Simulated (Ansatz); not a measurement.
# Pressure series in hypothetical zinc blende LuP

Start from LuP in the zinc blende structure (space group F-43m, No. 216; a = 6.161 Å; a hypothetical phase, not in the database extracts checked).

Cell and atoms are relaxed at each pressure.

Levels (all Ansatz, a first-principles code, PAW): PBE (420 eV, spin-orbit coupling left out); r2SCAN (500 eV, scalar-relativistic without spin-orbit coupling).

The base cell above is that of PBE; each level relaxes its own structures.

```csv
case,"volume per atom, PBE","volume per atom, r2SCAN"
pressure −2 GPa,30.31 Å³,29.89 Å³
pressure −1 GPa,29.75 Å³,29.38 Å³
pressure 1.8 GPa,28.40 Å³,28.13 Å³
pressure 4.2 GPa,27.44 Å³,27.23 Å³
pressure 9 GPa,25.87 Å³,25.75 Å³
pressure 18 GPa,23.72 Å³,23.67 Å³
pressure 30 GPa,21.69 Å³,21.70 Å³
pressure 45 GPa,19.87 Å³,19.91 Å³
pressure 60 GPa,18.50 Å³,18.56 Å³
```

The two levels differ by at most about 0.42 Å³. They put the cases in the same order.

Load acts through the strain it causes; cell and atoms are relaxed under it. No phonon test of stability was made. Competing high-pressure phases were not computed.
